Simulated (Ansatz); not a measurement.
Consider CdGeAs2 in the chalcopyrite structure (space group I-42d, No. 122; a = 5.942 Å, c = 11.314 Å). Axes: x, y, z lie along a, b, c of the conventional cell.

The values are results of Ansatz (an electronic-structure program) PBEsol, without spin-orbit coupling, earlier PAW set, not measurements.

For the base:

The shortest interatomic distance comes out as 2.448 Å.

One thing is altered: the cell is stretched by 1.14 % along x with no lateral relaxation; the atoms relax in the strained cell.

Task: What happens to the shortest interatomic distance and stress?

Result: The shortest interatomic distance rises by 0.0068 Å (2.448 Å → 2.454 Å); the stress (xx, yy, zz, yz, xz, xy; compression positive) comes out as (-1.00, -0.52, -0.54, 0.00, 0.00, 0.00) GPa.

Whether these cells are dynamically stable was not tested.
